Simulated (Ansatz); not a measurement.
Consider O vacancy in monoclinic HfO2, charge state +2. The step: a nearby O atom hops onto the vacant site; the atom moves 1.90 Å along (-0.36, -0.08, -0.13) of the unit cell; from a vacant O site with 3 nearest neighbours to a vacant O site with 4 nearest neighbours; the moving atom starts with neighbours Hf at 2.09, Hf at 2.15, Hf at 2.40, Hf at 2.42; O at 2.60, O at 2.65, O at 2.68 Å and ends with Hf at 2.04, Hf at 2.06, Hf at 2.30 Å. DFT values are from Ansatz (plane-wave PAW, 420 eV unless said) in a cell of 96 host sites, spin-restricted, static, with no finite-size correction. The charge state is imposed; whether it is stable for some Fermi level was not computed. Forms of the defect that were not tried may lie lower. For the PBE band: the saddle point's order was not checked.

```
Level                                                              Forward barrier (eV)  Cost of the band or of the saddle's single point
-----------------------------------------------------------------  --------------------  ------------------------------------------------
CHGNet universal potential (has no charge state), its own band                     0.52                                                 -
PBE, the Γ point alone, band relaxed                                               0.68                      very roughly 30 core-minutes
PBE, a 2×2×2 k-point mesh shifted by half a step, same geometries                  0.70            about 14 core-minutes (a rough figure)
r2SCAN at 500 eV, the Γ point alone, same geometries                                  ?                     very roughly 3.0 core-minutes
```

**Question.** Some entries are withheld; supply them.

**Answer.** 
- r2SCAN at 500 eV, the Γ point alone, same geometries, Forward barrier (eV): 0.66

Ansatz is a first-principles code.
